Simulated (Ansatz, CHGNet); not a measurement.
For Bi2S3 (model structure, started from the A-La2O3 type, P-3m1, No. 164, 5 atoms in the cell), the machine-learned potential CHGNet 0.3.0 (trained on PBE and PBE+U data) gives:

```
Item                             Result
------------------------------  -------
equilibrium lattice constant a  4.541 Å
c axis length                   7.009 Å
```

Question: What does r²SCAN (Ansatz, a program for electronic structure, plane waves, PAW) give for the same quantities?

Answer: 
- lattice constant a: 4.035 Å (drops by 11 %)
- lattice parameter c: 9.757 Å (grows by 39 %)

Changes are worked out from the printed values.

Unless a cell is named, each level is at its own relaxed cell (CHGNet 0.3.0 25.04, r²SCAN 27.52 Å³/atom).

Levels without +SOC leave out spin–orbit coupling, which shifts energies and cells of such heavy elements.

Caveats: the cell has another shape than the first-principles one, perhaps another minimum in the same group (CHGNet 0.3.0). Ansatz's density-functional and Hartree–Fock values are scalar-relativistic unless marked +SOC, with PAW data made under PBE.

A model structure was made by putting elements into a prototype or built by hand; it is no filed structure, need not be a known phase, and can be a saddle point held by its symmetry.
